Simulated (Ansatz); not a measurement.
We consider C (P6₃/mmc, No. 194, 12 atoms in the cell; start mp-606949), described by r²SCAN+rVV10 (PAW; Ansatz, a first-principles code).

Numerical settings: plane-wave cutoff 560 eV, 24×24×2 k mesh (along the axes of the cell as run), Fermi–Dirac smearing 0.05 eV, scalar-relativistic PAW data made under PBE.

Cell (relaxed at this level):

Space group P6₃/mmc (No. 194); a = 2.4551 Å, b = 2.4551 Å, c = 20.4380 Å, α = 90.00°, β = 90.00°, γ = 120.00°

| atom | site | symmetry | x | y | z |
|---|---|---|---|---|---|
| C | 4f | 3m. | 0.3333 | 0.6667 | 0.0865 |
| C | 4f | 3m. | 0.6667 | 0.3333 | 0.0865 |
| C | 2b | -6m2 | 0.0000 | 0.0000 | 0.2500 |
| C | 2d | -6m2 | 0.6667 | 0.3333 | 0.2500 |

Q: Estimate the band gap and direct gap at Γ that the calculation returns.

A: 
- band gap = 0.00 eV (under three smearing widths, so not firm)
- direct gap at Γ = 7.33 eV

Note: the relaxation could not lower the start's symmetry, so the cell can be a saddle point above a distorted one.

A start named mp-… is a Materials Project structure, which need not be a measured phase.
